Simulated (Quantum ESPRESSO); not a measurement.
Troubleshooting Quantum ESPRESSO: a failed run on NaAg₂ (Fd-3m, 6 atoms in the cell). The aim is a self-consistent single point with DFT, LDA (PZ), plane waves, GBRV 1.5 ultrasoft (LDA) pseudopotentials.

Input:

```fortran
&control
 calculation = 'scf',
 prefix = 'run',
 outdir = './tmp',
 pseudo_dir = './',
 tprnfor = .true.,
 tstress = .true.,
/
&system
 ibrav = 0,
 nat = 6,
 ntyp = 2,
 ecutwfc = 40,
 ecutrho = 320,
 occupations = 'smearing',
 smearing = 'fermi-dirac',
 degauss = 0.0073499,
/
&electrons
 conv_thr = 1.0e-11,
 mixing_beta = 0.4,
/
ATOMIC_SPECIES
Ag   107.8682  ag_lda_v1.4.uspp.F.UPF
Na    22.9898  na-lda-v1.5.uspp.F.UPFx
CELL_PARAMETERS angstrom
   0.00000000     3.96150000     3.96150000
   3.96150000     0.00000000     3.96150000
   3.96150000     3.96150000     0.00000000
ATOMIC_POSITIONS crystal
Ag    0.62500000    0.62500000    0.62500000
Ag    0.12500000    0.62500000    0.62500000
Ag    0.62500000    0.62500000    0.12500000
Ag    0.62500000    0.12500000    0.62500000
Na    0.00000000    0.00000000    0.00000000
Na    0.25000000    0.25000000    0.25000000
K_POINTS automatic
6 6 6  1 1 1
```

Log, with long lists cut:

```
 %%%%%%%%%%%%%%%%%%%%%%%%%%%%%%%%%%%%%%%%%%%%%%%%%%%%%%%%%%%%%%%%%%%%%%%%%%%%%%
     Error in routine readpp (1):
     file ./na-lda-v1.5.uspp.F.UPFx not found
 %%%%%%%%%%%%%%%%%%%%%%%%%%%%%%%%%%%%%%%%%%%%%%%%%%%%%%%%%%%%%%%%%%%%%%%%%%%%%%

     stopping ...
```

Q: From the messages shown, name the fault and mend the input.

A: The fault is a potential or basis that cannot be found. The input names a file or set that is not where the program looks, or that does not exist under that name. To fix it, correct the name or place the file. The program stopped before any SCF iteration.

The sound input it was made from differs as follows (other fixes are possible):
```diff
-Na    22.9898  na-lda-v1.5.uspp.F.UPFx
+Na    22.9898  na_lda_v1.5.uspp.F.UPF
```

With that input, the run converged in 11 iterations: free energy E − TS -18682.1320 eV; Fermi level (on the code's own zero) 10.19 eV; pressure -5.25 GPa (DFT, LDA (PZ), plane waves, GBRV 1.5 ultrasoft (LDA) pseudopotentials).

On the sound input: the starting cell comes from a database of published, mostly measured structures (it also holds non-ambient and calculated ones), without a prior relaxation at this level. With a pressure of about -5 GPa the cell is away from its equilibrium volume at this level.
